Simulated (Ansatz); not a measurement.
# A computed series for SnTe: response to strain

The parent structure is SnTe in the rock salt structure (space group Fm-3m, No. 225; a = 6.370 Å). Axes: x, y, z lie along the cube axes.

Strains are applied to the cell and any free atomic positions relax.

The values are results of r2SCAN, PAW, 500 eV (Ansatz, a program for electronic structure; scalar-relativistic without spin-orbit coupling), not measurements.

Notes on the quantities. energy relative to the base: free energy F.

| uniaxial strain ε_zz (%) | energy relative to the base (meV/atom) |
|---|---|
| 0 | 0.0 |
| 0.5 | 0.3 |
| 1 | 1.2 |
| 1.5 | 2.7 |
| 2 | ? |
| 2.5 | 7.2 |
| 3 | 10.1 |

### Question
Fit ΔE = Aε² + Bε³ (ε in %) to the rows shown and predict the withheld row.

### Answer
Least squares on the printed values gives A = 1.28 and B = -0.051 meV/atom (largest residual 0.0 meV/atom); this predicts 4.7 meV/atom, and the run gives 4.7 meV/atom, in agreement.

Stability against distortions was not tested.
